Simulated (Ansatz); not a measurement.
Functionals compared on the (210) surface of bcc Na in its 1x1 cell, outermost plane spacing 0.94 Å in the ideal cut, in Ansatz (plane waves, PAW). The structure was relaxed with PBE; the other rows are single points on it, each with its references at the same level. Cutoff 420 eV (500 eV for r2SCAN).

Set-up: 12 atoms, 10.3 Å thick at the start (thin: gaps and levels are the slab's own); mesh 9x4x1; 0.1 eV smearing; dipole correction on; all atoms relaxed; symmetry of the start imposed; no spin, no spin-orbit, no U. These notes are the PBE run's.

```tsv
functional	surface energy (J/m²)	work function of the top face (eV)	rough cost of the single point
PBE	0.22	2.75	–
LDA	0.26	2.86	very roughly 30 core-seconds
PBEsol	(withheld)	(withheld)	very roughly 30 core-seconds
RPBE	0.20	2.68	very roughly 30 core-seconds
r2SCAN	0.25	2.75	around 60 core-seconds (rough)
```

Task: Complete the blanks.

Result: 
- PBEsol, surface energy (J/m²): 0.25
- PBEsol, work function of the top face (eV): 2.76

Ansatz is a program for electronic structure.
